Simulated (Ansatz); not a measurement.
The parent structure is Lu in the hcp (Mg type) structure (space group P6_3/mmc, No. 194; a = 3.443 Å, c = 5.367 Å; relaxed with 0.1 eV smearing). Axes: x lies along a and z along c of the hexagonal cell.

All numbers come from DFT with PBEsol, PAW potentials and a 420 eV plane-wave cutoff in Ansatz (a program for electronic structure), no SOC.

Strains are applied to the cell and any free atomic positions relax.

One change was made to it. Results:

The shortest interatomic distance falls by 0.024 Å (3.340 Å → 3.316 Å); the energy grows by 0.9 meV/atom; the band gap is still zero.

Problem. Which change produced these results?
(A) tensor shear ε_xz = +0.86 %
(B) tensor shear ε_xz = +2.00 %
(C) tensor shear ε_xz = +0.57 %
(D) tensor shear ε_xz = +1.43 %

Solution. A, tensor shear ε_xz = +0.86 %. For comparison, the shortest interatomic distance in the other runs: tensor shear ε_xz = +2.00 % gives 3.287 Å; tensor shear ε_xz = +0.57 % gives 3.324 Å; tensor shear ε_xz = +1.43 % gives 3.302 Å.

No phonon test of stability was made.
